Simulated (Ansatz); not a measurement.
**Random Si-Ge alloy, 4x4x4 cubic cells, lattice parameter by Vegard's rule**

Prepared with Tersoff's 1989 multicomponent potential (SiCGe.tersoff) (LAMMPS): minimisation. Geometry as solved with Ansatz (a quantum-chemistry and plane-wave program) with PBE, support functions at accuracy medium on the grid of 370 eV.

```xyz
512
Lattice="22.42 0.00 0.00 0.00 22.42 0.00 0.00 0.00 22.42" Properties=species:S:1:pos:R:3 pbc="T T T"
Si    -0.03    -0.05     0.02
Ge     1.37     1.35     1.44
Ge     2.79     2.79     0.01
Ge     4.22     4.21     1.44
Si     2.82     0.01     2.85
Si     4.23     1.38     4.20
Si     0.01     2.78     2.84
Ge     1.42     4.22     4.17
Si    -0.02    -0.01     5.67
Ge     1.38     1.42     7.04
Ge     2.86     2.82     5.62
Si     4.23     4.23     7.06
Ge     2.83    -0.01     8.45
Si     4.22     1.43     9.84
Si     0.00     2.82     8.46
Si     1.41     4.20     9.79
Ge    -0.05    -0.04    11.17
Ge     1.42     1.39    12.58
Si     2.79     2.81    11.15
Ge     4.17     4.24    12.55
Si     2.77    -0.04    14.00
Ge     4.16     1.36    15.39
Ge    -0.04     2.81    14.02
Ge     1.40     4.26    15.43
Si    -0.02    -0.01    16.79
Si     1.35     1.36    18.20
Ge     2.78     2.80    16.87
Si     4.24     4.21    18.21
Ge     2.78    -0.03    19.58
Ge     4.23     1.43    20.98
Si     0.01     2.76    19.57
Ge     1.38     4.19    20.98
Ge     0.02     5.64     0.04
Si     1.42     7.03     1.46
Ge     2.79     8.44     0.03
Si     4.23     9.82     1.43
Si     2.81     5.63     2.79
Ge     4.24     6.99     4.19
Si     0.00     8.38     2.81
Ge     1.37     9.84     4.20
Ge     0.01     5.64     5.61
Si     1.45     6.98     7.03
Ge     2.82     8.42     5.64
Si     4.25     9.82     7.01
Si     2.80     5.59     8.42
Si     4.22     6.99     9.74
Ge     0.01     8.40     8.37
Ge     1.39     9.84     9.82
Si     0.02     5.53    11.20
Ge     1.40     6.96    12.60
Ge     2.85     8.40    11.19
Si     4.19     9.86    12.60
Si     2.82     5.62    14.02
Si     4.21     6.97    15.39
Ge    -0.04     8.41    13.99
Ge     1.43     9.87    15.35
Si    -0.06     5.64    16.79
Ge     1.34     7.03    18.22
Ge     2.81     8.40    16.77
Ge     4.18     9.87    18.21
Ge     2.85     5.63    19.60
Si     4.20     7.04    21.05
Si     0.01     8.47    19.66
Si     1.39     9.85    21.01
Si     0.03    11.21     0.00
Si     1.38    12.55     1.45
Ge     2.75    13.96     0.03
Ge     4.17    15.38     1.46
Si     2.84    11.21     2.79
Si     4.23    12.57     4.20
Si     0.03    13.97     2.83
Si     1.40    15.40     4.16
Si    -0.04    11.25     5.62
Si     1.38    12.61     6.96
Ge     2.81    13.99     5.56
Si     4.22    15.36     7.01
Ge     2.82    11.25     8.38
Si     4.20    12.63     9.82
Ge    -0.02    13.98     8.41
Si     1.39    15.37     9.83
Si    -0.01    11.23    11.24
Si     1.39    12.61    12.60
Si     2.76    13.97    11.19
Ge     4.16    15.35    12.63
Si     2.83    11.27    13.95
Si     4.22    12.61    15.39
Si     0.02    14.00    13.98
Ge     1.34    15.42    15.44
Ge     0.00    11.29    16.80
Si     1.38    12.63    18.26
Ge     2.81    14.00    16.84
Si     4.20    15.43    18.23
Si     2.74    11.23    19.61
Ge     4.20    12.57    21.00
Si    -0.03    14.02    19.56
Ge     1.38    15.40    20.96
Ge    -0.02    16.85    -0.02
Si     1.44    18.20     1.38
Si     2.80    19.55     0.00
Ge     4.17    20.98     1.43
Si     2.74    16.81     2.80
Ge     4.17    18.19     4.19
Ge     0.01    19.63     2.72
Ge     1.38    21.06     4.23
Ge     0.01    16.78     5.62
Si     1.37    18.21     7.04
Ge     2.78    19.62     5.67
Si     4.22    21.06     6.99
Ge     2.77    16.75     8.39
Ge     4.17    18.21     9.81
Si     0.01    19.60     8.41
Si     1.38    20.99     9.79
Ge    -0.01    16.83    11.21
Si     1.36    18.26    12.64
Ge     2.77    19.66    11.25
Si     4.21    21.06    12.64
Ge     2.78    16.87    14.03
Si     4.22    18.26    15.39
Si    -0.03    19.62    14.02
Si     1.34    21.04    15.36
Si    -0.08    16.82    16.83
Ge     1.37    18.18    18.23
Ge     2.77    19.64    16.76
Si     4.18    20.99    18.20
Si     2.83    16.80    19.60
Si     4.15    18.19    21.01
Si    -0.06    19.60    19.60
Ge     1.36    20.96    21.04
Ge     5.63     0.02     0.05
Si     7.01     1.41     1.48
Ge     8.37     2.84     0.07
Si     9.77     4.27     1.45
Si     8.40     0.01     2.81
Ge     9.79     1.37     4.26
Si     5.61     2.77     2.84
Ge     7.00     4.21     4.22
Si     5.58     0.04     5.62
Si     6.94     1.44     6.99
Si     8.36     2.77     5.63
Ge     9.78     4.19     6.99
Ge     8.38     0.00     8.33
Ge     9.81     1.40     9.78
Si     5.59     2.81     8.42
Si     6.94     4.20     9.80
Si     5.57     0.04    11.24
Si     6.98     1.39    12.59
Ge     8.38     2.83    11.21
Si     9.83     4.21    12.59
Ge     8.37     0.01    14.04
Si     9.84     1.40    15.38
Ge     5.59     2.79    13.97
Ge     7.00     4.22    15.41
Ge     5.61    -0.05    16.82
Ge     7.00     1.44    18.23
Ge     8.48     2.82    16.81
Si     9.86     4.23    18.21
Ge     8.43    -0.01    19.62
Ge     9.84     1.42    21.07
Si     5.62     2.88    19.61
Si     7.00     4.21    21.01
Ge     5.65     5.65     0.00
Si     7.05     7.06     1.41
Si     8.42     8.42     0.00
Si     9.82     9.80     1.32
Si     8.40     5.66     2.81
Si     9.76     7.04     4.20
Si     5.62     8.40     2.77
Ge     6.99     9.77     4.23
Si     5.61     5.60     5.66
Si     6.99     7.02     7.00
Si     8.41     8.37     5.64
Si     9.76     9.75     7.04
Ge     8.36     5.63     8.44
Si     9.83     7.01     9.82
Si     5.59     8.39     8.36
Ge     6.99     9.80     9.79
Si     5.57     5.62    11.12
Ge     6.99     7.02    12.51
Si     8.44     8.40    11.16
Ge     9.79     9.77    12.64
Ge     8.43     5.61    13.96
Ge     9.86     7.02    15.40
Ge     5.58     8.44    14.01
Si     6.98     9.85    15.42
Si     5.55     5.60    16.79
Ge     6.96     6.98    18.21
Ge     8.38     8.44    16.80
Ge     9.78     9.81    18.30
Ge     8.45     5.60    19.64
Si     9.81     7.05    21.05
Ge     5.61     8.46    19.68
Si     7.04     9.83    21.08
Si     5.60    11.16     0.01
Ge     6.96    12.61     1.40
Ge     8.42    14.00    -0.04
Ge     9.82    15.45     1.38
Ge     8.42    11.15     2.77
Ge     9.81    12.58     4.22
Si     5.59    13.99     2.85
Si     7.00    15.38     4.17
Si     5.58    11.20     5.62
Si     6.95    12.57     7.02
Ge     8.34    13.99     5.61
Ge     9.84    15.41     6.97
Si     8.38    11.19     8.36
Si     9.77    12.55     9.75
Si     5.56    13.96     8.39
Ge     6.98    15.38     9.74
Si     5.55    11.21    11.19
Ge     6.96    12.57    12.62
Ge     8.41    13.97    11.17
Ge     9.80    15.47    12.60
Si     8.36    11.17    14.03
Ge     9.78    12.58    15.40
Si     5.60    14.00    14.05
Si     6.99    15.41    15.38
Si     5.59    11.23    16.77
Ge     6.97    12.60    18.24
Ge     8.41    14.06    16.83
Si     9.84    15.45    18.24
Si     8.40    11.24    19.69
Si     9.84    12.60    21.01
Si     5.55    14.03    19.59
Ge     7.00    15.42    20.93
Ge     5.57    16.81    -0.01
Ge     6.99    18.20     1.46
Ge     8.46    19.56     0.01
Ge     9.86    21.04     1.43
Si     8.39    16.78     2.83
Ge     9.81    18.22     4.20
Si     5.59    19.61     2.84
Ge     7.00    21.03     4.23
Ge     5.63    16.78     5.61
Si     7.03    18.25     6.96
Si     8.43    19.63     5.63
Si     9.84    21.01     6.98
Ge     8.41    16.86     8.37
Ge     9.83    18.28     9.82
Ge     5.60    19.62     8.36
Ge     6.98    21.03     9.85
Ge     5.60    16.79    11.23
Ge     7.02    18.24    12.66
Si     8.40    19.63    11.23
Ge     9.80    21.00    12.62
Si     8.40    16.81    14.07
Si     9.79    18.15    15.48
Si     5.57    19.66    14.02
Si     7.00    20.96    15.41
Ge     5.61    16.82    16.80
Si     7.05    18.21    18.20
Si     8.37    19.56    16.77
Ge     9.80    21.00    18.12
Si     8.44    16.84    19.58
Si     9.83    18.15    21.01
Ge     5.57    19.56    19.59
Ge     7.01    20.98    21.03
Si    11.25     0.01     0.01
Ge    12.64     1.39     1.42
Ge    14.05     2.86     0.01
Si    15.45     4.26     1.43
Si    14.04     0.00     2.85
Si    15.41     1.42     4.21
Ge    11.18     2.83     2.81
Ge    12.68     4.21     4.21
Si    11.26    -0.04     5.62
Si    12.67     1.36     6.97
Si    14.05     2.77     5.62
Si    15.43     4.18     6.98
Si    14.04     0.01     8.40
Si    15.42     1.40     9.78
Ge    11.27     2.78     8.37
Ge    12.65     4.22     9.85
Ge    11.26    -0.02    11.18
Ge    12.64     1.46    12.61
Si    14.09     2.80    11.20
Si    15.46     4.16    12.58
Ge    14.03     0.00    14.05
Si    15.50     1.37    15.40
Si    11.15     2.81    13.98
Ge    12.56     4.19    15.39
Si    11.21     0.00    16.74
Ge    12.62     1.34    18.18
Ge    14.06     2.76    16.76
Ge    15.46     4.19    18.20
Si    14.04    -0.04    19.58
Ge    15.42     1.40    20.95
Ge    11.26     2.84    19.61
Si    12.63     4.23    21.04
Ge    11.21     5.62     0.03
Si    12.64     6.97     1.44
Ge    13.99     8.40     0.00
Ge    15.43     9.84     1.43
Si    14.06     5.62     2.80
Si    15.45     6.97     4.19
Ge    11.19     8.40     2.76
Ge    12.64     9.83     4.18
Ge    11.20     5.66     5.58
Si    12.58     7.04     7.01
Ge    14.04     8.37     5.59
Ge    15.45     9.83     7.02
Ge    14.03     5.62     8.36
Ge    15.47     7.02     9.83
Si    11.17     8.37     8.40
Ge    12.62     9.77     9.77
Si    11.20     5.63    11.22
Si    12.60     7.03    12.56
Si    14.01     8.40    11.22
Si    15.42     9.78    12.55
Ge    14.00     5.58    13.93
Ge    15.39     6.98    15.42
Si    11.28     8.40    14.00
Si    12.64     9.76    15.40
Si    11.21     5.60    16.84
Ge    12.59     7.04    18.23
Si    13.99     8.41    16.80
Ge    15.41     9.79    18.21
Ge    14.05     5.62    19.66
Si    15.45     7.02    21.05
Si    11.19     8.42    19.69
Si    12.56     9.80    21.05
Si    11.21    11.21    -0.01
Si    12.62    12.56     1.38
Ge    14.00    14.01    -0.01
Ge    15.45    15.45     1.42
Si    14.02    11.26     2.80
Si    15.44    12.60     4.17
Ge    11.24    13.99     2.78
Ge    12.65    15.44     4.19
Ge    11.21    11.17     5.68
Si    12.65    12.57     7.03
Ge    14.05    13.98     5.62
Si    15.44    15.42     6.97
Si    14.01    11.21     8.40
Ge    15.41    12.59     9.81
Ge    11.22    13.95     8.41
Ge    12.62    15.40     9.86
Ge    11.19    11.21    11.18
Ge    12.66    12.63    12.60
Si    14.07    14.03    11.24
Si    15.44    15.40    12.60
Ge    14.07    11.17    14.02
Si    15.44    12.59    15.44
Ge    11.23    14.04    14.03
Si    12.60    15.44    15.45
Ge    11.24    11.17    16.81
Ge    12.60    12.66    18.26
Ge    14.05    14.05    16.82
Si    15.43    15.45    18.24
Ge    14.01    11.21    19.69
Si    15.44    12.61    21.06
Si    11.17    14.06    19.65
Si    12.59    15.43    21.00
Si    11.25    16.84    -0.02
Si    12.59    18.20     1.43
Ge    14.01    19.60     0.05
Si    15.38    21.03     1.45
Si    14.02    16.86     2.80
Si    15.42    18.18     4.20
Si    11.26    19.62     2.81
Si    12.63    21.03     4.18
Si    11.22    16.82     5.58
Ge    12.58    18.24     6.99
Ge    14.06    19.65     5.59
Si    15.43    21.09     7.01
Ge    14.03    16.80     8.38
Ge    15.42    18.23     9.85
Si    11.22    19.69     8.40
Si    12.66    21.02     9.74
Si    11.21    16.85    11.20
Ge    12.61    18.24    12.58
Si    13.99    19.65    11.17
Ge    15.43    21.04    12.55
Ge    14.02    16.78    14.00
Ge    15.45    18.19    15.44
Ge    11.19    19.58    14.09
Si    12.61    21.02    15.45
Si    11.22    16.80    16.84
Si    12.62    18.15    18.22
Ge    14.02    19.62    16.87
Si    15.46    21.04    18.23
Si    13.99    16.78    19.59
Ge    15.43    18.19    20.99
Ge    11.20    19.56    19.59
Ge    12.62    21.03    21.00
Ge    16.79    -0.05     0.00
Ge    18.17     1.43     1.44
Ge    19.61     2.80     0.00
Ge    21.03     4.20     1.46
Ge    19.63    -0.03     2.78
Ge    21.03     1.38     4.23
Si    16.77     2.85     2.85
Si    18.14     4.23     4.23
Si    16.77     0.06     5.63
Si    18.14     1.41     7.03
Ge    19.54     2.80     5.61
Ge    21.00     4.19     7.04
Ge    19.62     0.03     8.41
Si    21.02     1.44     9.80
Si    16.78     2.80     8.41
Si    18.14     4.17     9.81
Si    16.84     0.04    11.16
Si    18.18     1.39    12.60
Ge    19.59     2.82    11.21
Si    21.01     4.24    12.60
Ge    19.60    -0.02    14.00
Si    21.00     1.37    15.43
Si    16.81     2.76    13.97
Ge    18.23     4.18    15.37
Si    16.84     0.00    16.82
Si    18.21     1.39    18.18
Si    19.60     2.73    16.79
Ge    21.02     4.15    18.16
Ge    19.60    -0.06    19.57
Ge    21.04     1.37    21.00
Si    16.86     2.77    19.57
Ge    18.16     4.22    21.02
Si    16.80     5.64     0.04
Si    18.18     7.03     1.39
Si    19.56     8.42     0.03
Ge    21.04     9.79     1.39
Ge    19.57     5.64     2.85
Si    21.03     7.05     4.21
Si    16.80     8.37     2.80
Ge    18.18     9.81     4.18
Si    16.79     5.60     5.61
Si    18.16     7.00     7.00
Ge    19.62     8.41     5.64
Si    21.02     9.85     7.01
Ge    19.52     5.60     8.43
Ge    21.02     6.98     9.83
Si    16.87     8.42     8.40
Si    18.22     9.81     9.77
Si    16.84     5.56    11.23
Si    18.23     6.94    12.60
Ge    19.59     8.43    11.23
Si    21.03     9.84    12.60
Si    19.65     5.62    13.98
Si    20.97     7.00    15.41
Ge    16.82     8.38    13.96
Ge    18.22     9.81    15.43
Si    16.83     5.59    16.78
Ge    18.19     7.03    18.19
Si    19.62     8.39    16.80
Ge    21.01     9.80    18.21
Ge    19.63     5.61    19.60
Ge    21.01     7.08    21.05
Si    16.79     8.39    19.64
Ge    18.19     9.83    21.03
Si    16.82    11.27     0.03
Si    18.20    12.66     1.38
Si    19.58    14.01    -0.01
Ge    21.02    15.35     1.40
Ge    19.63    11.29     2.80
Si    21.04    12.67     4.24
Si    16.83    13.99     2.82
Si    18.18    15.38     4.23
Si    16.80    11.23     5.56
Ge    18.27    12.59     6.96
Si    19.64    14.06     5.59
Si    20.98    15.41     7.02
Si    19.65    11.18     8.43
Si    21.03    12.55     9.81
Ge    16.83    14.03     8.37
Ge    18.24    15.46     9.82
Si    16.81    11.14    11.17
Ge    18.19    12.57    12.58
Ge    19.66    14.00    11.21
Si    21.06    15.38    12.64
Ge    19.68    11.24    14.03
Si    21.03    12.71    15.40
Ge    16.82    14.02    14.05
Si    18.22    15.41    15.47
Si    16.81    11.22    16.81
Ge    18.25    12.61    18.19
Si    19.64    14.05    16.80
Si    20.99    15.42    18.21
Si    19.62    11.20    19.62
Ge    21.02    12.61    21.01
Ge    16.82    14.04    19.65
Si    18.26    15.44    21.04
Si    16.87    16.81    -0.02
Si    18.21    18.22     1.34
Si    19.60    19.59    -0.04
Si    20.98    20.98     1.32
Ge    19.55    16.79     2.79
Ge    21.02    18.21     4.18
Ge    16.80    19.59     2.79
Ge    18.18    21.05     4.25
Si    16.79    16.78     5.57
Ge    18.21    18.17     7.00
Ge    19.65    19.64     5.65
Si    21.07    21.02     7.05
Si    19.66    16.83     8.41
Si    21.01    18.25     9.77
Ge    16.84    19.68     8.42
Si    18.25    21.05     9.85
Si    16.81    16.80    11.24
Ge    18.26    18.20    12.58
Si    19.64    19.62    11.17
Si    21.00    20.96    12.60
Ge    19.66    16.78    14.05
Si    21.03    18.24    15.44
Ge    16.86    19.64    14.03
Si    18.23    21.03    15.47
Si    16.84    16.78    16.85
Ge    18.25    18.22    18.22
Si    19.65    19.62    16.79
Si    21.04    20.98    18.17
Si    19.64    16.79    19.64
Si    20.98    18.23    20.98
Si    16.82    19.64    19.61
Si    18.21    20.96    21.01
```
